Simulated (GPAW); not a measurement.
Band structure of SnSe (Pnma, 8 atoms in the cell).

```
CELL_PARAMETERS angstrom
     11.59564     0.00000     0.00000
      0.00000     4.10191     0.00000
      0.00000     0.00000     4.67317
ATOMIC_POSITIONS crystal
  Sn 0.61879 0.75000 0.37655
  Sn 0.38121 0.25000 0.62345
  Sn 0.88121 0.25000 0.87655
  Sn 0.11879 0.75000 0.12345
  Se 0.14855 0.25000 0.50918
  Se 0.85145 0.75000 0.49082
  Se 0.35145 0.75000 0.00918
  Se 0.64855 0.25000 0.99082
```

Method of the run: PBE, GPAW PAW datasets PBE (gpaw-data 1.0.1) (plane waves; GPAW).

Settings: mode = pw; ecut = 550 eV; xc = PBE; kpts = 1 3 3; mesh shift (steps) = 0 0 0; occupations.name = fermi-dirac; occupations.width = 0 eV; nbands = -6; convergence.forces = 0.001 eV/Å; convergence.bands = -4; symmetry.symmorphic = false; symmetry.tolerance = 0.0005; maxiter = 150; bandpath_npoints = 40.

The starting cell comes from a database of computed structures (which also holds hypothetical and non-ambient phases and stackings), without a prior relaxation at this level. Its lattice was rescaled by a random factor within 2.5 % of one.

Task: Predict the gap along the standard path and the places of the band edges.

Result: The gap along the path is 0.72 eV, from a point between Y and Γ to a point between Γ and X; the smallest direct gap on it is 1.05 eV.

Levels in eV from the top of the valence band on the SCF mesh, bands 37 to 44:
| point | 37 | 38 | 39 | 40 | 41 | 42 | 43 | 44 |
|---|---|---|---|---|---|---|---|---|
| Γ | -1.39 | -0.85 | -0.67 | -0.17 | 0.97 | 2.65 | 2.71 | 2.81 |
| X | -1.08 | -1.08 | -0.93 | -0.93 | 1.26 | 1.26 | 1.29 | 1.29 |
| S | -2.02 | -2.02 | -1.17 | -1.17 | 2.70 | 2.70 | 2.96 | 2.96 |
| Y | -0.87 | -0.87 | -0.10 | -0.10 | 1.38 | 1.38 | 1.93 | 1.93 |
| Z | -1.62 | -1.62 | -0.37 | -0.37 | 2.44 | 2.44 | 2.54 | 2.54 |
| U | -1.19 | -1.19 | -1.19 | -1.19 | 1.53 | 1.53 | 1.53 | 1.53 |
| R | -1.30 | -1.30 | -1.30 | -1.30 | 2.53 | 2.53 | 2.53 | 2.53 |
| T | -0.55 | -0.55 | -0.13 | -0.13 | 1.42 | 1.42 | 1.92 | 1.92 |
